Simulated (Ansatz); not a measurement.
The starting structures come from a database of crystals and need not be the phases stable at ambient conditions.

By PBEsol, the system below comes out a metal.

Without scattering a metal conducts by its projected Fermi surface.

Given:

```
CELL_PARAMETERS angstrom
      3.77760     0.00000     0.00000
      0.00000     3.77760     0.00000
      0.00000     0.00000     3.77760
ATOMIC_POSITIONS crystal
  Y  0.50000 0.50000 0.50000
  Tl 0.00000 0.00000 0.00000
```

Space group of this cell: Pm-3m, CsCl type. The cell is taken as given; by PBEsol its mean pressure is -1.8 GPa.

The current flows along the normal of the first two printed cell vectors, the (001) plane of the conventional cell. No spin-orbit coupling; the value is a mean over 0.1 eV about the Fermi level.

### Question
Compute, with PBEsol (Ansatz, an electronic-structure program), the ballistic conductance per area.

### Answer
0.39 × 10¹⁵ S/m² for both spins.
